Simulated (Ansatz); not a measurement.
Reference: GaN (P6_3mc), PBE with spin-orbit coupling, rigid bands (plane waves, PAW; Ansatz, a quantum-chemistry and plane-wave program); geometry: cell and atoms relaxed with PBEsol.

```yaml
crystal:
  lattice:
    - [3.18259, 0.00000, 0.00000]
    - [-1.59130, 2.75620, 0.00000]
    - [0.00000, 0.00000, 5.18543]
  atoms:
    - { symbol: Ga, position: [0.33333, 0.66667, 0.99919] }
    - { symbol: Ga, position: [0.66667, 0.33333, 0.49919] }
    - { symbol: N, position: [0.33333, 0.66667, 0.37581] }
    - { symbol: N, position: [0.66667, 0.33333, 0.87581] }
```

- band gap: 1.93 eV
- electron conductivity mass: 0.183 mₑ
- hole conductivity mass: 1.56 mₑ
- Seebeck coefficient, n-type 1e19 cm⁻³: -106 μV/K

Swap Ga for Al, keeping the structure type. How do these values move?

AlN (P6_3mc): volume per atom 11.4 to 10.5 Å³; band gap rises (1.93 eV to 4.17 eV); electron conductivity mass rises (0.183 mₑ to 0.31 mₑ); hole conductivity mass falls (1.56 mₑ to 1.02 mₑ); Seebeck coefficient, n-type 1e19 cm⁻³ rises in size (-106 μV/K to -157 μV/K).

Moves up to 5 % count as about the same. Masses are for dilute carriers at 300 K, harmonic means over directions unless an axis is named. Seebeck coefficients are for the stated density at 300 K, with one relaxation time for all states and whether or not that doping can be reached.
